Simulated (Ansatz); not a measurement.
## Short convergence ladders for RbBi2 (R3m, 6 atoms in the cell)

```yaml
crystal:
  lattice:
    - [0.00000, 4.78699, 4.78699]
    - [4.78699, 0.00000, 4.78699]
    - [4.78699, 4.78699, 0.00000]
  atoms:
    - { symbol: Rb, position: [0.50301, 0.50301, 0.50301] }
    - { symbol: Rb, position: [0.75000, 0.75000, 0.75000] }
    - { symbol: Bi, position: [0.62500, 0.12500, 0.12500] }
    - { symbol: Bi, position: [0.12500, 0.12500, 0.62500] }
    - { symbol: Bi, position: [0.12500, 0.62500, 0.12500] }
    - { symbol: Bi, position: [0.12500, 0.12500, 0.12500] }
```

Base method: PBEsol, default PAW files made with PBE (plane waves; Ansatz, a program for electronic structure).

Base settings: basis.ecutwfc = 420 eV; kpoints.mp_grid.grid = 5 5 5; hamiltonian.xc = pbesol; hamiltonian.pseudopotentials = {kind: paw} (the program's default PAW files); scf.occupations.method = fermi_dirac; scf.occupations.width = 0.1 eV.

The count of work is k-points × plane waves × bands × iterations; it is no time. Core times come from one kind of shared machine, to one figure; runs under 30 s give none.

**Shifted k-point meshes**

In this ladder: kpoints.mp_grid.shift = 0.5 0.5 0.5.

Only quantities that move along the ladder and can be compared are tabulated.

```tsv
kpoints.mp_grid.grid	free energy less the last step's (meV/atom)	pressure (GPa)	largest difference of a force vector from the last step's (eV/Å)
1 1 1	435.98	2.16	0.051
3 3 3	4.20	-0.68	0.141
5 5 5	5.03	-0.53	0.022
7 7 7	0.76	-0.57	0.013
9 9 9	0.11	-0.59	0.017
11 11 11	0.07	-0.59	0.004
13 13 13	0.04	-0.59	0.003
16 16 16	-0.01	-0.59	0.002
18 18 18	0.00	-0.59	0.000
```

Coarsest kpoints.mp_grid.grid that holds the pressure within 0.2 GPa of the last step, with all finer ones: 3 3 3; the step before is off by 2.8 GPa.

Coarsest kpoints.mp_grid.grid that holds the forces within 0.02 eV/Å of the last step, with all finer ones: 7 7 7; the step before is off by 0.022 eV/Å.

Coarsest kpoints.mp_grid.grid that holds the free energy within 0.5 meV/atom of the last step, with all finer ones: 9 9 9; the step before is off by 0.76 meV/atom.

**The width of Fermi-Dirac smearing**

In this ladder: kpoints.mp_grid.grid = 8 8 8.

Narrow widths need finer meshes than wide ones, so the last steps can hold mesh noise.

Only quantities that move along the ladder and can be compared are tabulated; pressure and forces are left out, as mesh noise rules them at narrow widths.

| scf.occupations.width | free energy less the last step's (meV/atom) | energy extrapolated to zero width less the last step's (meV/atom) |
|---|---|---|
| 1 eV | -817.89 | 55.99 |
| 0.5 eV | -181.32 | 8.51 |
| 0.3 eV | -58.04 | 0.89 |
| 0.2 eV | -21.66 | -1.39 |
| 0.1 eV | 0.00 | 0.00 |

Widest scf.occupations.width that holds the energy extrapolated to zero width within 2 meV/atom: not settled: the last two steps still differ by 1.4 meV/atom, over half the tolerance, so the ladder does not show it.

Widest scf.occupations.width that holds the free energy within 5 meV/atom: not settled: the last two steps still differ by 22 meV/atom, over half the tolerance, so the ladder does not show it.

The extrapolation to zero width removes most of the smearing's effect on the energy.

**The mesh under tetrahedron occupations**

In this ladder: scf.occupations.method = tetrahedron; scf.occupations.width = default.

Only quantities that move along the ladder and can be compared are tabulated.

```tsv
kpoints.mp_grid.grid	free energy less the last step's (meV/atom)	pressure (GPa)	largest difference of a force vector from the last step's (eV/Å)	count of work / last	core time / last (rough)
3 3 3	119.62	-0.22	0.009	0.028	–
4 4 4	-28.80	-0.58	0.014	0.046	–
5 5 5	42.20	-0.26	0.006	0.087	–
6 6 6	-13.32	-0.71	0.010	0.11	–
7 7 7	11.74	-0.47	0.004	0.17	–
9 9 9	-1.55	-0.58	0.002	0.34	0.3
11 11 11	-2.71	-0.61	0.000	0.51	0.5
14 14 14	0.00	-0.59	0.000	1.0	1
```

Coarsest kpoints.mp_grid.grid that holds the forces within 0.005 eV/Å of the last step, with all finer ones: 7 7 7, at 0.17 of the last step's count of work; the step before is off by 0.010 eV/Å.

Coarsest kpoints.mp_grid.grid that holds the pressure within 0.05 GPa of the last step, with all finer ones: 9 9 9, at 0.34 of the last step's count of work and about 0.3 of the last step's time; the step before is off by 0.13 GPa.

Coarsest kpoints.mp_grid.grid that holds the free energy within 5 meV/atom: not settled: the last two steps still differ by 2.7 meV/atom, over half the tolerance, so the ladder does not show it.

On the base run: the starting cell comes from a database of computed structures (which also holds hypothetical and non-ambient phases and stackings), without a prior relaxation at this level. Its lattice was rescaled by up to half a per cent. One atom was moved a little off its site on purpose. Ansatz's pressure includes its estimate of the finite-basis (Pulay) stress.

Left out of this page: 1 run of the series outside the window shown, repeating another row's setting, or not comparable.

Keys are those of Ansatz 0.2.
